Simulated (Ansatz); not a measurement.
## NaCrO₂ (R-3m, No. 166; cell taken from a computed entry)

Level of theory: PBE0 in Ansatz (plane waves, PAW).

Numerical settings: plane-wave cutoff 500 eV, 8×8×8 k mesh, gaussian smearing 0.02 eV, spin-polarised start, scalar-relativistic PAW data made under PBE.

Cell (relaxed with PBEsol):

Space group R-3m, hexagonal axes (No. 166); a = 2.9837 Å, b = 2.9837 Å, c = 15.7601 Å, α = 90.00°, β = 90.00°, γ = 120.00°

| atom | site | symmetry | x | y | z |
|---|---|---|---|---|---|
| Na | 3b | -3m | 0.0000 | 0.0000 | 0.5000 |
| Cr | 3a | -3m | 0.0000 | 0.0000 | 0.0000 |
| O | 6c | 3m | 0.0000 | 0.0000 | 0.2683 |
(The calculation used a cell of 4 atoms; values per cell refer to that cell.)

For NaCrO₂ (R-3m, No. 166; cell taken from a computed entry), the band gap is 5.22 eV (on the SCF k mesh).

Note: the magnetic order was assumed, not searched for or taken from measurement; cell and atoms aren't relaxed at this level (pressure 1.1 GPa).

The computed numbers hold no vibrational or temperature effects.

It cost about 10 core-minutes (a rough figure) of CPU time.

Ansatz is an electronic-structure program.
